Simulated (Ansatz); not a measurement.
fcc Yb was calculated with r²SCAN in Ansatz (PAW).

Run with plane-wave cutoff 560 eV, 18×18×18 k mesh, Fermi–Dirac smearing 0.05 eV, no spin polarisation, scalar-relativistic PAW data made under PBE.

Response to compression and expansion:

```tsv
V (Å³/atom)	P (GPa)	smallest gap on the k mesh (eV)
33.075	1.39	0.034
33.778	0.89	0.028
34.482	0.42	0.023
35.186	0.00	0.019
35.889	-0.39	0.014
36.593	-0.75	0.003
37.297	-1.07	0.000
```

Spin–orbit coupling is not included; it can close the smallest gap of 0.02 eV.

Ansatz is a first-principles code.
